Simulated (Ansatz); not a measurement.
The reference is Ga₂Pt (space group Fm-3m, No. 225; a = 5.922 Å; relaxed with 0.1 eV smearing). Axes: x, y, z lie along the cube axes.

Level of theory: Ansatz (a quantum-chemistry and plane-wave program) PBEsol, spin-orbit coupling left out.

Perturbation: a pure shear with ε_xz = ε_zx = 0.0112; the atoms relax in the strained cell.

Problem. Predict the stress tensor and what it implies for the stiffness.

Solution. Stress of the strained cell less that of the base (GPa, compression positive):
```
    0.0     0.0    -0.7
    0.0     0.1     0.0
   -0.7     0.0     0.0
```

Then −Δσ/γ with γ = 2ε = 0.0224 gives relaxed-ion elastic constants: C55 ≈ 30 GPa.

Stability against distortions was not tested. The final runs are not spin-polarised.
